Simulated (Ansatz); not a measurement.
The reference is BaSnSe3 in the cubic perovskite structure (space group Pm-3m, No. 221; a = 5.270 Å; a hypothetical phase, not in the database extracts checked).

Computed with Ansatz (a quantum-chemistry and plane-wave program) PBEsol, spin-orbit coupling left out.

Before the change:

| Property | Value |
|---|---|
| Lattice parameter a | 5.270 Å |
| Band gap | zero |

One thing is altered: a hydrostatic pressure of 0.3 GPa.

Question: How does this affect the lattice parameter a?

Answer: The lattice parameter a drops by 0.011 Å to 5.259 Å.

Question: Predict the new band gap.

Answer: The band gap is still zero.

Load acts through the strain it causes; cell and atoms are relaxed under it. Whether these cells are dynamically stable was not tested. The final runs are not spin-polarised. Many cubic perovskites are stable only at high temperature; tilts and polar distortions were not tested.
